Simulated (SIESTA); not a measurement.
Band structure of TlF (P4/nmm, 4 atoms in the cell).

```
CELL_PARAMETERS angstrom
      3.68893     0.00000     0.00000
      0.00000     3.68893     0.00000
      0.00000     0.00000     6.22358
ATOMIC_POSITIONS crystal
  Tl 0.00000 0.50000 0.74417
  Tl 0.50000 0.00000 0.25583
  F  0.50000 0.00000 0.86423
  F  0.00000 0.50000 0.13577
```

Level of theory: SIESTA with LDA PW92, numerical atomic orbitals TZP, PseudoDojo LDA standard norm-conserving potentials (rewritten from UPF to PSML).

Settings: XC.functional = LDA; XC.authors = PW92; potentials = PseudoDojo LDA standard; PAO.BasisSize = TZP; PAO.EnergyShift = 0.01 Ry; MeshCutoff = 350 Ry; kgrid.MonkhorstPack = 5 5 3; OccupationFunction = FD; ElectronicTemperature = 10 K; MaxSCFIterations = 150; SCF.Mixer.Method = Broyden; SCF.Mixer.Weight = 0.25; SCF.Mixer.History = 6; SCF.DM.Tolerance = 1.0E-04.

The starting cell comes from a database of computed structures (which also holds hypothetical and non-ambient phases and stackings), without a prior relaxation at this level. Spin-orbit coupling is off. Values carry the incompleteness of an atom-centred basis.

Predict the gap along the standard path and the places of the band edges.

The gap along the path is 2.71 eV, from a point between M and Γ to a point between Z and R; the smallest direct gap on it is 2.81 eV.

Levels in eV from the top of the valence band on the path, bands 17 to 21:
| point | 17 | 18 | 19 | 20 | 21 |
|---|---|---|---|---|---|
| Γ | -2.51 | -1.92 | -1.92 | -0.15 | 3.73 |
| X | -1.87 | -1.87 | -0.35 | -0.35 | 3.88 |
| M | -2.32 | -2.32 | -0.95 | -0.95 | 4.19 |
| Z | -2.16 | -1.93 | -1.93 | -0.95 | 4.48 |
| R | -1.86 | -1.86 | -0.26 | -0.26 | 2.93 |
| A | -2.42 | -2.42 | -0.48 | -0.48 | 3.96 |

Higher empty bands are left out: an atom-centred basis made for the valence describes them poorly.
